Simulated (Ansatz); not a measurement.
The starting structures come from a database of crystals and need not be the phases stable at ambient conditions.

The decay constant κ of evanescent states in the gap governs leakage through a thin film.

Data:

```yaml
crystal:
  lattice:
    - [6.00819, 0.00000, 0.00000]
    - [0.00000, 6.65090, 0.00000]
    - [0.00000, 3.32545, 1.91995]
  atoms:
    - { symbol: Sn, position: [0.00000, 0.00000, 0.00000] }
    - { symbol: Se, position: [0.26526, 0.33333, 0.00000] }
    - { symbol: Se, position: [0.73474, 0.66667, 0.00000] }
```

Space group of this cell: P-3m1, CdI2 type. The cell was relaxed by PBE-D3(BJ).

Transport runs along the normal of the first two printed cell vectors, the (110) plane of the conventional cell.

The gap is the functional's own, uncorrected, and κ follows it; spin-orbit coupling is left out. Mid-gap values are interpolated between the computed energies.

### Question
Compute, with r2SCAN in Ansatz (a quantum-chemistry and plane-wave program), the band gap and the smallest decay constant κ at mid-gap.

### Answer
Gap 0.62 eV on a 6×16×16 mesh; κ = 0.115 1/Å, at (-0.333, 0.167) of the in-plane reciprocal vectors. At the zone centre, at the nearest computed energy, the slowest state has κ = 0.11 1/Å.
